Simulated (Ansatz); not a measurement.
**MgO: pressure series**

The reference is MgO in the rock salt structure (space group Fm-3m, No. 225; a = 4.2141 Å).

Cell and atoms are relaxed at each pressure.

Level of theory: Ansatz (a quantum-chemistry and plane-wave program), PBEsol, PAW, cutoff 420 eV, without spin-orbit coupling.

Before the change:

```
Quantity   Result
--------  -------
Band gap  4.62 eV
```

Task: The aim is a band gap between 5.94 eV and 6.28 eV. Which of these changes reaches it?
A) pressure 30 GPa
B) pressure −2 GPa
C) pressure 4.5 GPa

Result: A, pressure 30 GPa. It gives 6.11 eV; pressure 4.5 GPa gives 4.88 eV; pressure −2 GPa gives 4.50 eV. Changes not listed may reach it too

Load acts through the strain it causes; cell and atoms are relaxed under it. No phonon test of stability was made. No other phases were tried under pressure.
